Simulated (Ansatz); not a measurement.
Input and output of a self-consistent single point for Ir (Fm-3m, 1 atom in the cell) (Ansatz, an electronic-structure program).

Level of theory: PBE (plane waves, PAW; Ansatz).

The change in words: lattice scaled by 0.98; kpoints.mp_grid.grid: 15 15 15 → 23 23 23. Reference geometry:
```xyz
1
Lattice="0.0000 1.9104 1.9104 1.9104 0.0000 1.9104 1.9104 1.9104 0.0000" Properties=species:S:1:pos:R:3 pbc="T T T"
Ir     0.0000     0.0000     0.0000
```

Reference input (self-consistent single point, DFT, PBE, plane waves, default PAW files): basis.ecutwfc = 420 eV; kpoints.mp_grid.grid = 15 15 15; hamiltonian.xc = pbe; hamiltonian.pseudopotentials = {kind: paw} (the program's default PAW files); scf.occupations.method = gaussian; scf.occupations.width = 0.1 eV. This run's input differs from it in these lines:

Ansatz 0.2 input:
```diff
@@ -2,5 +2,5 @@
   lattice:
-    - [0.000000, 1.910400, 1.910400]
-    - [1.910400, 0.000000, 1.910400]
-    - [1.910400, 1.910400, 0.000000]
+    - [0.000000, 1.872192, 1.872192]
+    - [1.872192, 0.000000, 1.872192]
+    - [1.872192, 1.872192, 0.000000]
   atoms:
@@ -10,3 +10,3 @@
 kpoints:
-  mp_grid: { grid: [15, 15, 15] }
+  mp_grid: { grid: [23, 23, 23] }
 hamiltonian:
```

Output (repeated stretches shortened):

```
SCF iter   1: F=—  HF=-11935.141857 eV  |F-HF|=—  |Δ(HF+E_count)|=         —  Δρ=4.65e-3  dr2=6.21e-4  ethr=1.77e-3  ⟨swp⟩=5.0  Hψ=23873  notcnv=0
all-band conjugate gradients solve this SCF's bands
preconditioner: auto → none
SCF iter   2: F=—  HF=-11935.142061 eV  |F-HF|=—  |Δ(HF+E_count)|=   2.04e-4  Δρ=2.32e-3  dr2=1.20e-4  ethr=3.65e-6  ⟨swp⟩=1.9  Hψ=8811  notcnv=0
SCF iter   3: F=—  HF=-11935.142234 eV  |F-HF|=—  |Δ(HF+E_count)|=   1.73e-4  Δρ=5.50e-4  dr2=1.73e-5  ethr=7.08e-7  ⟨swp⟩=2.1  Hψ=6357  notcnv=0
SCF iter   4: F=—  HF=-11935.142237 eV  |F-HF|=—  |Δ(HF+E_count)|=   2.35e-6  Δρ=8.85e-5  dr2=3.91e-7  ethr=1.02e-7  ⟨swp⟩=2.2  Hψ=6468  notcnv=0
iter 5 did not close the SCF: its close was put off for the readings that it lacked (scf_convergence_deferred on its scf_iter line)
SCF iter   5: F=-11935.142237 eV  HF=-11935.142237 eV  |F-HF|=2.67e-9  |Δ(HF+E_count)|=   1.62e-7  Δρ=1.05e-5  dr2=6.83e-9  ethr=2.30e-9  ⟨swp⟩=2.0  Hψ=6396  notcnv=0
SCF iter   6: F=-11935.142237 eV  HF=-11935.142237 eV  |F-HF|=1.06e-10  |Δ(HF+E_count)|=  6.17e-10  Δρ=1.52e-6  dr2=2.00e-10  ethr=4.02e-11  ⟨swp⟩=3.3  Hψ=16053  notcnv=0
SCF 1 converged in 6 iterations: F = -11935.142237 eV  dr2 = 2.00e-10
Free energy (F): -11935.142237 eV
Internal energy: -11935.138834 eV  (E = F + TS)
E sigma→0 (E₀):  -11935.140536 eV
Entropy (-TS):   -0.003403 eV (-3.403 meV/atom)
Fermi energy:    28.325375 eV
--- Forces (eV/Å), atoms counted from 1 ---
  atom   1  Ir     0.00000000     0.00000000    -0.00000000
--- Stress (GPa, compression-positive) ---
       44.484819      -0.000000       0.000000
        0.000000      44.484819      -0.000000
       -0.000000       0.000000      44.484819
  P = ⅓ Tr σ = 44.4848 GPa (444.848 kbar)
  The stress holds the Pulay correction. Without it, at fixed plane waves, as pw.x and ABINIT print it: P = 44.3720 GPa
```

The run converged in 6 iterations. Against the reference run the free energy rises by 151 meV/atom and the pressure goes from 14.82 to 44.48 GPa.

The starting cell has typed, rounded lattice constants, without a prior relaxation at this level. Its lattice was rescaled by up to half a per cent. For this run, on top of that: lattice scaled by 0.98. Spin polarisation is off. With a pressure of about 44 GPa the cell is away from its equilibrium volume at this level. Ansatz's pressure includes its estimate of the finite-basis (Pulay) stress.
